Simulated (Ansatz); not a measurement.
An Ansatz (an electronic-structure program) run: BiPt with a change (uniaxial stress, 3 GPa tension along z); Ansatz PBEsol, without spin-orbit coupling.

Input:

Ansatz 0.2 input:
```yaml
crystal:
  lattice:
    - [4.3610386148, 0, 0]
    - [-2.1805193074, 3.7767702273, 0]
    - [0, 0, 5.492775389]
  atoms:
    - { symbol: Bi, position: [0.3333333333, 0.6666666667, 0.25] }
    - { symbol: Bi, position: [0.6666666667, 0.3333333333, 0.75] }
    - { symbol: Pt, position: [0, 0, 0.5] }
    - { symbol: Pt, position: [0, 0, 0] }
basis: { ecutwfc: 420, ecutrho_ratio: 4, xc_grid: 2, fft_grid_basis: typed }
kpoints: { mp_grid: { grid: [15, 15, 11] } }
hamiltonian:
  xc: pbesol
  dispersion: none
  pseudopotentials: { kind: paw }
scf: { occupations: { method: fermi_dirac, width: 0.1 } }
relax: { f_tol: 0.005, max_steps: 50, cell: { stress_tol: 0.01, sigma_target: [0, 0, -3, 0, 0, 0] } }
output: { forces: true, stress: true }
checkpoint: { write: state.ck, write_every: 1000 }
```

Output (explanatory and most iteration lines left out):

```
Relaxation: its limit of steps is 50 (relax.max_steps)
Pseudopotential: Bi, paw, valence charge 15
Pseudopotential: Pt, paw, valence charge 18
Crystal: 4 atoms, lattice volume = 90.470 Å³
Basis set: ecut = 420 eV, 1813 PW (Γ), exchange–correlation on 60×60×80 points (8 copies of the dense FFT grid, shifted against one another)
Bands: 40, of which v1, the nominal top of the filled ones, is band 33 counted from 1 (32 counted from 0)
Symmetry: 24 space group operations
Space group: P63/mmc (ITA 194), of the structure as read, at distance tolerance 4.5e-5 Å
k-points: 162 of 2475
Functional: x = pbesol(κ = 0.804, μ = 0.12345679012345678), c = pbesol(β = 0.046)
SCF iter   1: F=—  HF=-49252.733465 eV  |F-HF|=—  |Δ(HF+E_count)|=         —  Δρ=5.52e-3  dr2=3.62e-2  ethr=1.77e-3  ⟨swp⟩=6.3  Hψ=25207  notcnv=0  defer=36
SCF iter   2: F=—  HF=-49252.730477 eV  |F-HF|=—  |Δ(HF+E_count)|=   2.99e-3  Δρ=3.68e-3  dr2=1.34e-2  ethr=5.48e-5  ⟨swp⟩=2.1  Hψ=12018  notcnv=0  defer=41
SCF 1 converged in 6 iterations: F = -49252.727152 eV  dr2 = 3.04e-9
relax step   1: F+E_penalty+E_count = -49252.72715196 eV  Δ(F+E_penalty+E_count) = +0.000e0 eV  max|allowed force component| = 9.252e-18 eV/Å  Δτ_max = 0.0000 Å  P = -0.000 GPa  Ω = 90.470 Å³  (6 SCF iters, dr2 threshold 1.00e-7 eV, accepted)
[... steps on the carried basis left out ...]
relax step   6: F+E_penalty+E_count = -49252.70813362 eV  Δ(F+E_penalty+E_count) = -1.962e-4 eV  max|allowed force component| = 2.776e-17 eV/Å  Δτ_max = 0.0000 Å  P = -1.002 GPa  Ω = 91.059 Å³  stress off target by 3.43e-3 GPa  SCF on the basis re-selected at this cell (its energy is not comparable with the rows above)  (6 SCF iters)
SCF converged after 6 iterations
Free energy (F): -49252.708134 eV
Internal energy: -49252.646689 eV  (E = F + TS)
E sigma→0 (E₀):  -49252.677411 eV
Entropy (-TS):   -0.061445 eV (-15.361 meV/atom)
Fermi energy:    15.548135 eV
--- Forces (eV/Å), atoms counted from 1 ---
  atom   1  Bi    -0.00000000     0.00000000    -0.00000000
  atom   2  Bi     0.00000000    -0.00000000     0.00000000
  atom   3  Pt     0.00000000    -0.00000000     0.00000000
  atom   4  Pt     0.00000000    -0.00000000     0.00000000
--- Stress (GPa, compression-positive) ---
       -0.000637      -0.000000       0.000000
        0.000000      -0.000637      -0.000000
        0.000000      -0.000000      -3.003428
  P = ⅓ Tr σ = -1.0016 GPa (-10.016 kbar)
--- Relaxed structure (5 steps of the walk, 5 accepted, 1 SCFs on fresh bases) ---
  cell:  # Å, volume = 91.0592 Å³
    - [4.328946807925522, 0.0, 0.0]
    - [-2.164473403962761, 3.748977907295057, 0.0]
    - [0.0, 0.0, 5.610848570172758]
  atoms:
    - { symbol: Bi, position: [0.33333333333333326, 0.6666666666666666, 0.25] }
    - { symbol: Bi, position: [0.6666666666666665, 0.33333333333333326, 0.75] }
    - { symbol: Pt, position: [-1.7697409903601168e-34, -3.533731696204881e-34, 0.5] }
    - { symbol: Pt, position: [-1.7644291050595454e-34, -3.5231079256037383e-34, -9.35012415639235e-35] }
```

Load acts through the strain it causes; cell and atoms are relaxed under it. sigma_target is in GPa, compression positive, in the order xx, yy, zz, yz, xz, xy. Beyond what the load breaks, stability against distortions was not tested. All final runs are without spin polarisation. The cell was made from BiPt in the NiAs type structure (space group P6_3/mmc, No. 194) by this change: uniaxial stress, 3 GPa tension along z.
